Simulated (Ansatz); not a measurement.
BiTe (R-3m, No. 166, 2 atoms in the cell; start mp-1227339; a measured phase of this formula has another space group)

All values below come from PBE-D3(BJ) (Ansatz, an electronic-structure program, plane waves, PAW).

Numerical settings: plane-wave cutoff 520 eV, 14×14×14 k mesh, Fermi–Dirac smearing 0.05 eV, scalar-relativistic PAW data made under PBE.

Cell (relaxed at this level):

```cif
data_Bi3Te3
_chemical_formula_sum 'Bi3 Te3'
_space_group_name_H-M_alt 'R-3m :H'
_space_group_IT_number 166
_space_group_name_Hall '-R 3 2"'
_cell_length_a 4.82012
_cell_length_b 4.82012
_cell_length_c 9.52757
_cell_angle_alpha 90.000
_cell_angle_beta 90.000
_cell_angle_gamma 120.000
loop_
_atom_site_label
_atom_site_type_symbol
_atom_site_symmetry_multiplicity
_atom_site_Wyckoff_symbol
_atom_site_fract_x
_atom_site_fract_y
_atom_site_fract_z
_atom_site_occupancy
Bi1 Bi 3 b 0.00000 0.00000 0.50000 1
Te1 Te 3 a 0.00000 0.00000 0.00000 1
```
(The calculation used a cell of 2 atoms; values per cell refer to that cell.)

For BiTe (R-3m, No. 166, 2 atoms in the cell; start mp-1227339; a measured phase of this formula has another space group), the band gap comes out as none.

Note: the relaxation could not lower the start's symmetry, so the cell can be a saddle point above a distorted one.

Spin–orbit coupling is not included; it can open a gap where bands touch, and shift volumes and moduli.

The computed numbers hold no vibrational or temperature effects.

The result took about 3 core-minutes (a rough figure).

A start named mp-… is a Materials Project structure, which need not be a measured phase.
